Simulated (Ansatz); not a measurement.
For BiSiO3 (model structure, started from the PbTiO3 type, P4mm, No. 99, 5 atoms in the cell), PBEsol (PAW; Ansatz, a quantum-chemistry and plane-wave program) gives:

```
Quantity                    Value
-------------------  ------------
lattice parameter a       3.366 Å
c axis length             5.563 Å
bulk modulus B0           137 GPa
cohesive energy      5.28 eV/atom
```

What does r²SCAN (Ansatz, PAW) give for the same quantities?


- lattice constant a: 3.359 Å (falls by 0.2 %)
- lattice parameter c: 5.615 Å (increases by 0.9 %)
- bulk modulus: 143 GPa (rises by 4.4 %)
- cohesive energy: 4.79 eV/atom (drops by 0.49 eV/atom)

Changes are worked out from the printed values.

Unless a cell is named, each level is at its own relaxed cell (PBEsol 12.61, r²SCAN 12.67 Å³/atom).

Levels without +SOC leave out spin–orbit coupling, which shifts energies and cells of such heavy elements.

Caveats: the bulk modulus is −V dP/dV from two relaxed cells at ±2 % in volume (PBEsol, r²SCAN). Ansatz's density-functional and Hartree–Fock values are scalar-relativistic unless marked +SOC, with PAW data made under PBE.

A model structure was made by putting elements into a prototype or built by hand; it is no filed structure, need not be a known phase, and can be a saddle point held by its symmetry.
